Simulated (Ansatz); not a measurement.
Carrier doping in C

Start from C in the diamond structure (space group Fd-3m, No. 227; a = 3.560 Å).

Carriers are added at fixed cell with a uniform background; the Fermi–Dirac width is that of 300 K.

Level of theory: DFT with r2SCAN, PAW potentials and a 500 eV plane-wave cutoff in Ansatz (a quantum-chemistry and plane-wave program), scalar-relativistic without spin-orbit coupling, earlier PAW set.

Notes on the quantities. Fermi level from band edge: Fermi level relative to the doped band's edge (positive inside the band; to 0.05 eV).

```csv
hole density (10^21 cm⁻³),Fermi level from band edge (eV)
0.7,0.20
1.5,0.35
7,?
20,1.75
```

Fit E_F = C n^s, fitted as a line in log–log form (a parabolic band gives s = 2/3) to the rows shown and predict the withheld row.

Least squares on the printed values gives C = 0.26 eV, s = 0.64 (largest residual 0.02 eV); this predicts 0.90 eV, and the run gives 0.95 eV, in agreement.

Charged cell with a jellium background: band edges are those of the host's band count, energies are not comparable with the neutral cell, and many-body gap narrowing is missing. Stability against distortions was not tested.
